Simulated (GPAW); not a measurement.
Band structure of PbTe (Fm-3m, 2 atoms in the cell).

```xyz
2
Lattice="0.0000 3.1887 3.1887 3.1887 0.0000 3.1887 3.1887 3.1887 0.0000" Properties=species:S:1:pos:R:3 pbc="T T T"
Te     3.1887     3.1887     3.1887
Pb     0.0000     0.0000     0.0000
```

Level of theory: PBE, GPAW PAW datasets PBE (gpaw-data 1.0.1) (plane waves; GPAW).

Settings: mode = pw; ecut = 550 eV; xc = PBE; kpts = 5 5 5; mesh shift (steps) = 0 0 0; occupations.name = fermi-dirac; occupations.width = 0.01 eV; nbands = -6; convergence.density = 1e-05 e/electron; convergence.energy = 1e-05 eV/electron; convergence.bands = -4; symmetry.symmorphic = false; symmetry.tolerance = 0.0005; maxiter = 100.

The starting cell has typed, rounded lattice constants, without a prior relaxation at this level. Its lattice was rescaled by a random factor within 2.5 % of one. Spin-orbit coupling is off.

Q: Predict the gap along the standard path and the places of the band edges.

A: The gap along the path is 0.60 eV, direct at L to within 0.01 eV.

Levels in eV from the top of the valence band on the SCF mesh, bands 7 to 14:
```tsv
point	7	8	9	10	11	12	13	14
Γ	-5.25	-1.35	-1.35	-1.35	4.26	4.26	4.26	5.90
X	-7.12	-4.66	-2.88	-2.88	3.29	5.76	5.76	7.09
W	-7.90	-3.92	-3.92	-0.25	1.77	5.38	5.38	7.11
K	-7.88	-4.26	-2.36	-2.07	3.76	3.98	5.25	6.24
L	-8.58	-0.86	-0.86	0.21	0.81	1.31	1.31	8.60
U	-7.88	-4.26	-2.36	-2.07	3.76	3.98	5.25	6.24
```
